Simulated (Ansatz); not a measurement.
**A computed series for HgTe: response to strain**

Consider HgTe in the zinc blende structure (space group F-43m, No. 216; a = 6.510 Å).

Strains are applied to the cell and any free atomic positions relax.

All numbers come from plane-wave PAW DFT at the PBEsol level (Ansatz, a program for electronic structure, 420 eV), no spin-orbit coupling.

Candidates:
(a) isotropic strain +2.50 %
(b) isotropic strain −2.50 %
(c) isotropic strain −2.00 %
(d) isotropic strain −0.50 %

Notes on the quantities. energy relative to the base: free energy F.

Order them by energy relative to the base, lowest first.

(d) isotropic strain −0.50 % (+1.0 meV/atom), (c) isotropic strain −2.00 % (+18 meV/atom), (a) isotropic strain +2.50 % (+23 meV/atom), (b) isotropic strain −2.50 % (+28 meV/atom)

A case with no gap was solved on a k-mesh chosen for an insulator, which is coarse for it. Stability against distortions was not tested. The final runs are not spin-polarised.
